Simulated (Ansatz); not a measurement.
Consider CsPbBr₃ in the cubic perovskite structure (space group Pm-3m, No. 221; a = 5.770 Å). Axes: x, y, z lie along the cube axes.

Calculations: Kohn–Sham DFT with the LDA functional, run in Ansatz (a program for electronic structure) with PAW and 420 eV plane waves, scalar-relativistic without spin-orbit coupling.

Before the change:

| Quantity | Value |
|---|---|
| Pressure | 0.00 GPa |
| Volume per atom | 38.42 Å³ |
| Valley order | R along ⟨111⟩ 1.17 eV; Γ 2.42 eV |

Modification: biaxial strain −3.00 %, plane normal [001], relaxed out of plane (Cartesian); in-plane vectors clamped, the third vector and the atoms free.

Task: How does this affect the electron mass, pressure, volume per atom and valley order?

Result: The electron mass is 0.055 mₑ out of plane, 0.59 mₑ in plane (at R); the pressure (mean of the normal stresses, compression positive) goes from zero to 1.65 GPa; the volume per atom decreases by 2.01 Å³, from 38.42 Å³ to 36.41 Å³; the valley order (the lowest conduction-band minima on the path, energy above the VBM, named in the base's zone) goes from R along ⟨111⟩ 1.17 eV; Γ 2.42 eV to R along [111] 0.67 eV; Γ 2.09 eV.

With Pb present, leaving out spin-orbit coupling can change the band edges. The levels and masses belong to the bands next to the band gap. Masses are band curvatures over ±0.01 Å⁻¹ around the edge. No phonon test of stability was made. Many cubic perovskites are stable only at high temperature; tilts and polar distortions were not tested. This is not the structure that CsPbBr3 has at room temperature and ambient pressure.
